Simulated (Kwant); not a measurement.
Device: Ge/Si0.2Ge0.8 stack with 3 barriers. One parabolic valley. Leads of mass 0.12 mₑ with the band edge at 0; grid 0.1 nm; bias swept from 0.0048 to 0.18 V, dropping linearly over the stack. Emitter Fermi level 0.024 eV, 77 K, equal in the collector.

| layer | thickness (nm) | band offset (eV) | mass (mₑ) |
|---|---|---|---|
| 1 | 3.1 | 0.12 | 0.14 |
| 2 | 7.4 | 0 | 0.12 |
| 3 | 3.1 | 0.12 | 0.14 |
| 4 | 7.4 | 0 | 0.12 |
| 5 | 3.1 | 0.12 | 0.14 |

The device is made up for the run: typed textbook-type constants, with dimensions and the other settings drawn at random.

Computed with Kwant: one-band effective-mass tight-binding model in one dimension, coherent, no space charge, current by the Tsu-Esaki formula.

Sweep values stay those of the base run.

Base results: J (A/cm²) at bias = 0.1317 V 7300; J (A/cm²) at bias = 0.1800 V 6490.

Problem. What follows from this one change: Fermi level in the emitter 0.024 → 0.018 eV?

Solution. J at bias = 0.1317 V 7300 → 4710 A/cm²; J at bias = 0.1800 V 6490 → 2950 A/cm².

Problem. What follows from this one change: temperature 77 → 150 K?

Solution. J at bias = 0.1317 V 7300 → 21300 A/cm²; J at bias = 0.1800 V 6490 → 43600 A/cm².

Problem. What follows from this one change: thickness of the first barrier 3.1 → 1.9 nm?

Solution. J at bias = 0.1317 V 7300 → 33100 A/cm²; J at bias = 0.1800 V 6490 → 9890 A/cm².

Problem. What follows from this one change: mass in the first barrier 0.14 → 0.084 mₑ?

Solution. J at bias = 0.1317 V 7300 → 13300 A/cm²; J at bias = 0.1800 V 6490 → 8210 A/cm².

Problem. What follows from this one change: width of the first well 7.4 → 8.9 nm?

Solution. J at bias = 0.1317 V 7300 → 10000 A/cm²; J at bias = 0.1800 V 6490 → 35400 A/cm².
